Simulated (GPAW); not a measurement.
```xyz
4
Lattice="3.6019 0.0000 0.0000 0.0000 3.6019 0.0000 0.0000 0.0000 3.6019" Properties=species:S:1:pos:R:3 pbc="T T T"
Cr     0.0000     1.8010     1.8010
Cr     1.8010     0.0000     1.8010
Cr     1.8010     1.8010     0.0000
Cu     0.0000     0.0000     0.0000
```

Level of theory: PBEsol, GPAW PAW datasets PBEsol (made by gpaw-setup) (plane waves; GPAW 25.7.0).

The set-up and first iterations of a GPAW log for Cr3Cu (Pm-3m, 4 atoms in the cell):

```
Input parameters:
  convergence: {density: 1e-05,
                energy: 1e-05}
  kpts: {gamma: True,
         size: (12, 12, 12)}
  maxiter: 120
  mode: {ecut: 800.0,
         name: pw}
  nbands: -8
  occupations: {name: methfessel-paxton,
                order: 0,
                width: 0.1}
  symmetry: {symmorphic: False,
             tolerance: 0.0005}
  xc: PBEsol

species:
  Cr:
    name: Chromium
    Z: 24.0
    valence: 6
    core: 18
    charge: 0.0
    file: Cr.PBEsol.gz

    # Using partial waves for Cr as LCAO basis

  Cu:
    name: Copper
    Z: 29.0
    valence: 11
    core: 18
    charge: 0.0
    file: Cu.PBEsol.gz

    # Using partial waves for Cu as LCAO basis

Reference energy: -130643.852823  # eV

Spin-paired calculation

Convergence criteria:
 Maximum [total energy] change in last 3 cyles: 1e-05 eV / valence electron
 Maximum integral of absolute [dens]ity change: 1e-05 electrons / valence electron
   [... lines left out ...]

Eigensolver

Densities:
  Coarse grid: 24*24*24 grid
  Fine grid: 48*48*48 grid
  Total Charge: 0.000000

Density mixing:
  Method: separate
  Backend: pulay
  Linear mixing parameter: 0.05
  old densities: 5
  Damping of long wavelength oscillations: 50

Hamiltonian:
  XC and Coulomb potentials evaluated on a 48*48*48 grid
  External potential:
    NoExternalPotential

XC parameters: PBEsol with 2 nearest neighbor stencil

Number of atoms: 4
Number of atomic orbitals: 36
Number of bands in calculation: 22
Number of valence electrons: 29
Bands to converge: occupied

Density initialized from atomic densities
  22 bands from LCAO basis set

Atomic positions and initial magnetic moments

Positions:
   0 Cr     0.000000    1.800960    1.800960    ( 0.0000,  0.0000,  0.0000)
   1 Cr     1.800960    0.000000    1.800960    ( 0.0000,  0.0000,  0.0000)
   2 Cr     1.800960    1.800960    0.000000    ( 0.0000,  0.0000,  0.0000)
   3 Cu     0.000000    0.000000    0.000000    ( 0.0000,  0.0000,  0.0000)

Unit cell:
           periodic     x           y           z      points  spacing
  1. axis:    yes    3.601920    0.000000    0.000000    24     0.1501
  2. axis:    yes    0.000000    3.601920    0.000000    24     0.1501
  3. axis:    yes    0.000000    0.000000    3.601920    24     0.1501

  Lengths:   3.601920   3.601920   3.601920
  Angles:   90.000000  90.000000  90.000000

Effective grid spacing dv^(1/3) = 0.1501
     iter     time        total  log10-change:
                         energy   eigst   dens
iter:   1 --:--:--   -40.944504
iter:   2 --:--:--   -38.785766   -0.97  -0.86
iter:   3 --:--:--   -33.848724   +0.12  -0.90
iter:   4 --:--:--   -33.686069   -0.57  -1.41
iter:   5 --:--:--   -35.425539   -0.32  -1.65
```

### Question
Will this run converge, and how will it end?

### Answer
The run converged in 41 iterations. Convergence of the loop says nothing yet on basis, mesh or lower states. It ends on: free energy E − TS (from the program's reference atoms) -33.4190 eV; Fermi level (on the code's own zero) 10.14 eV; pressure -9.35 GPa. The log goes on:

```
   [... 19 lines left out ...]
iter:  25 --:--:--   -33.409884   -3.18  -2.89
iter:  26 --:--:--   -33.411921   -2.95  -3.25
iter:  27 --:--:--   -33.409516   -3.24  -2.69
iter:  28 --:--:--   -33.409728   -3.84  -3.82
iter:  29 --:--:--   -33.409665c  -3.82  -3.29
iter:  30 --:--:--   -33.409635c  -3.98  -3.34
iter:  31 --:--:--   -33.409604c  -5.32  -3.40
iter:  32 --:--:--   -33.409536c  -5.01  -3.44
iter:  33 --:--:--   -33.409535c  -5.86  -3.93
iter:  34 --:--:--   -33.409531c  -5.66  -4.08
iter:  35 --:--:--   -33.409532c  -6.50  -5.29c
iter:  36 --:--:--   -33.409532c  -6.62  -4.96
iter:  37 --:--:--   -33.409532c  -7.38  -4.51
iter:  38 --:--:--   -33.409532c  -7.27  -4.55
iter:  39 --:--:--   -33.409532c  -8.07c -4.85
iter:  40 --:--:--   -33.409532c  -7.35  -4.78
iter:  41 --:--:--   -33.409532c  -7.64c -5.29c
Converged after 41 iterations.

Dipole moment: (-0.000000, -0.000000, -0.000000) |e|*Ang

Energy contributions relative to reference atoms: (reference = -130643.852823)

Kinetic:        -75.275103
Potential:      +53.208256
External:        +0.000000
XC:             -12.088845
Entropy (-ST):   -0.018887
Local:           +0.755603
SIC:             +0.000000
--------------------------
Free energy:    -33.418975
Extrapolated:   -33.409532

Showing only first 2 kpts
 Kpt  Band  Eigenvalues  Occupancy
  0    12     11.20102    0.00000
  0    13     11.20102    0.00000
  0    14     11.20102    0.00000
  0    15     11.86816    0.00000

  1    12     11.00718    0.00000
  1    13     11.00718    0.00000
  1    14     11.18393    0.00000
  1    15     11.78531    0.00000

Fermi level: 10.13513

No gap
No difference between direct/indirect transitions
Energy (eV): -33.409532

Forces in eV/Ang:
  0 Cr   -0.00000   -0.00000    0.00000
  1 Cr    0.00000    0.00000    0.00000
  2 Cr    0.00000    0.00000    0.00000
  3 Cu   -0.00000   -0.00000   -0.00000

Stress tensor:
     0.058360     0.000000     0.000000
     0.000000     0.058360     0.000000
     0.000000     0.000000     0.058360
Stress (GPa, Voigt): [9.3503 9.3503 9.3503 0.     0.     0.    ]
```

For comparison: a first run (DFT LDA (Perdew-Wang 92), plane waves, GPAW PAW datasets LDA (gpaw-data 1.0.1)) was changed to give this one (xc: LDA → PBEsol; potentials: GPAW PAW datasets PBEsol (made by gpaw-setup)), and from it to this one the pressure goes from -17.32 to -9.35 GPa.

The starting cell comes from a database of computed structures (which also holds hypothetical and non-ambient phases and stackings), without a prior relaxation at this level. Spin polarisation is off. With a pressure of about -9 GPa the cell is away from its equilibrium volume at this level.

The run was DFT PBEsol, plane waves, GPAW PAW datasets PBEsol (made by gpaw-setup). Main settings of its input:

* **mode**: pw
* **ecut**: 800 eV
* **xc**: PBEsol
* **kpts**: 12 12 12
* **mesh shift (steps)**: 0 0 0
* **occupations.name**: methfessel-paxton
* **occupations.width**: 0.1 eV
* **occupations.order**: 0
* **nbands**: -8
* **convergence.density**: 1e-05 e/electron
* **convergence.energy**: 1e-05 eV/electron
* **symmetry.symmorphic**: false
